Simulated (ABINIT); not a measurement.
Troubleshooting ABINIT: a failed run on a (001) slab of Ti (cut from a parent of space group no. 194; 4 atoms in the cell). The aim is a self-consistent single point with DFT, LDA (PW92), plane waves, PAW (JTH v2.0 LDA PAW).

Cell that was meant: a = 2.9313 Å, b = 2.9313 Å, c = 18.9613 Å, α = 90.00°, β = 90.00°, γ = 120.00°.

Part of the input:

```
tsmear 0.1 eV
nband 31
kptopt 1
ngkpt 1 1 1
nshiftk 1
shiftk 0 0 0
nstep 60
```

Log, with long lists cut:

```
--- !BeginCycle
solver: {iscf: 17, nstep: 60, nline: 4, wfoptalg: 10, }
tolerances: {toldfe: 1.00E-09, }
...

     iter   Etot(hartree)      deltaE(h)  residm     nres2
 ETOT  1  -233.38815404428    -2.334E+02 4.439E+00 5.364E+01
 ETOT  2  -235.50430576268    -2.116E+00 1.389E-01 3.712E+02
 ETOT  3  -234.97328029542     5.310E-01 2.671E-01 2.576E+01
 ETOT  4  -235.01094590408    -3.767E-02 1.103E-02 2.566E+01
 ETOT  5  -235.06412781289    -5.318E-02 3.090E-02 9.472E+01
   [... 51 lines left out ...]
 ETOT 57  -234.98011242315    -2.926E-09 1.276E-07 3.305E-07
   [... lines left out ...]
Ewald energy        :  2.79280466418466E+02
psp_core            :  5.01513634957930E+00
local_psp           : -1.01371226003194E+03
internal            : -2.34945516423001E+02
'-kT*entropy'       : -3.48824970029422E-02
total_energy        : -2.34980398920003E+02
total_energy_eV     : -6.39414183458814E+03
...

-Cartesian components of stress tensor (GPa)         [Pressure=  1.2353E+01 GPa]
- sigma(1 1)= -4.40775611E+00  sigma(3 2)=  0.00000000E+00
- sigma(2 2)= -4.40775611E+00  sigma(3 1)=  0.00000000E+00
- sigma(3 3)= -2.82431434E+01  sigma(2 1)=  7.94131257E-11

 Calculation completed.
```

Question: Find the mistake and give the fix.

Answer: The fault is a single k-point for a small metallic cell. One k-point cannot sample the Fermi surface of a small cell. To fix it, use a converged k-point mesh. The run ended unconverged after 60 iterations.

The sound input it was made from differs as follows (other fixes are possible):
```diff
-ngkpt 1 1 1
+ngkpt 5 5 1
```

With that input, the run converged in 28 iterations: free energy E − TS -6390.12 eV; Fermi level (on the code's own zero) 1.55 eV; pressure averaged over the cell with its vacuum -5.39 GPa; largest force (vector length) 0.790 eV/Å (DFT, LDA (PW92), plane waves, PAW (JTH v2.0 LDA PAW)).

On the sound input: the starting cell comes from a database of computed structures (which also holds hypothetical and non-ambient phases and stackings), without a prior relaxation at this level. The slab is cut from that crystal, and its faces are unrelaxed. Its lattice was rescaled in the plane by a random factor within 2.5 % of one. Spin polarisation is off. Without a gap this mesh is coarse (it stands for a supercell whose shortest in-plane vector is 15 Å).

These are the values that this program gave, and no reference: the one-centre exchange-correlation terms come from a truncated expansion.
